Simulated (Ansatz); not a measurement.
Start from GaN (space group P6_422, No. 181; a = 3.164 Å, c = 7.439 Å; a hypothetical phase, not in the database extracts checked). Axes: x lies along a and z along c of the hexagonal cell.

The values are results of PBE (Ansatz, a program for electronic structure), without spin-orbit coupling, not measurements.

Modification: the cell is stretched by 5.06 % along x with no lateral relaxation, atoms relaxed at fixed cell.

**Question.** Predict the stress tensor and what it implies for the stiffness.

**Answer.** Stress of the strained cell less that of the base (GPa, compression positive):
```
 -13.80    0.00    0.00
   0.00   -4.45    0.00
   0.00    0.00   -4.06
```

Then −Δσ_ii/ε with ε = 0.0506 gives secant stiffness values (nonlinear terms included at this strain): C11 ≈ 273 GPa, C12 ≈ 88 GPa and C13 ≈ 80 GPa.

As a check, the harmonic strain energy −½ V₀ Δσ:ε is 23 meV/atom; the computed energy rise is 25 meV/atom.

Whether these cells are dynamically stable was not tested. The base started in P3_121 and relaxed to P6_422 at this level.
